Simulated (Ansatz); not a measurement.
The reference is Pb in the fcc (Cu type) structure (space group Fm-3m, No. 225; a = 4.9909 Å). Axes: x, y, z lie along the cube axes.

Level of theory: Ansatz (a first-principles code) r2SCAN, no spin-orbit coupling.

Before the change:

```
Property                         Value
-----------------------------  -------
Shortest interatomic distance  3.529 Å
Band gap                          zero
```

The change: a free-standing slab of 2 layers (2 atoms, 1 a layer) is cut normal to [111], with 15 Å of vacuum and the in-plane cell held at bulk.

### Question
What does the calculation give for the excess energy per area of both faces, shortest interatomic distance and band gap after the change?

### Answer
The excess energy per area of both faces (slab less bulk energy over the cell's area: twice a surface energy) amounts to 0.42 J/m²; the shortest interatomic distance drops by 0.236 Å (3.529 Å → 3.293 Å); the band gap remains zero.

Slab and bulk use different k-meshes, which limits the precision of the excess energy. Stability against distortions was not tested.
